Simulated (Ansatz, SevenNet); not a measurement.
For MgIn2O4 (model structure, started from the defect chalcopyrite type, I-4, No. 82, 7 atoms in the cell), the machine-learned potential SevenNet-l3i5 (trained on PBE and PBE+U data) gives:

| Property | Value |
|---|---|
| lattice constant a | 4.863 Å |
| lattice parameter c | 9.970 Å |

What does PBE-D3(BJ) (Ansatz, a program for electronic structure, plane waves, PAW) give for the same quantities?


- lattice constant a: 4.777 Å (falls by 1.8 %)
- lattice parameter c: 9.961 Å (drops by 0.1 %)

Changes are worked out from the printed values.

Unless a cell is named, each level is at its own relaxed cell (SevenNet-l3i5 16.84, PBE-D3(BJ) 16.24 Å³/atom).

Ansatz's density-functional and Hartree–Fock values are scalar-relativistic unless marked +SOC, with PAW data made under PBE.

A model structure was made by putting elements into a prototype or built by hand; it is no filed structure, need not be a known phase, and can be a saddle point held by its symmetry.
